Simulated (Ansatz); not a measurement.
**What Bi → B does to Bi2Te3**

Start from Bi2Te3 in the Bi2Te3 type structure (space group R-3m, No. 166; a = 4.3157 Å, c = 29.6222 Å (hexagonal axes)).

One thing is altered: full substitution Bi → B, then cell and atoms are relaxed.

All numbers come from PBEsol-D3(BJ) (Ansatz, an electronic-structure program, PAW, without spin-orbit coupling), earlier PAW set. Settings: 16×16×16 k-points, 0.05 eV Fermi–Dirac smearing, for the changed cell.

```tsv
quantity	base	changed	shift
volume per atom	31.85 Å³	18.64 Å³	-13.21 Å³
density	8.35 g/cm³	7.21 g/cm³	-1.14 g/cm³
lattice parameter a	4.316 Å	3.455 Å	-0.861 Å
c/a ratio	6.864	7.828	+0.964
space group	R-3m (No. 166)	R-3m (No. 166)	–
shortest interatomic distance	3.036 Å	2.353 Å	-0.6824 Å
band gap	0.18 eV	zero	–
```

With Bi and Te present, leaving out spin-orbit coupling can change the band edges. Stability against distortions was not tested. As relaxed here, B2Te3 is a hypothetical phase, not in the database extracts checked. The final runs are not spin-polarised. The zero or small gap of Bi2Te3 can change with the level of theory.
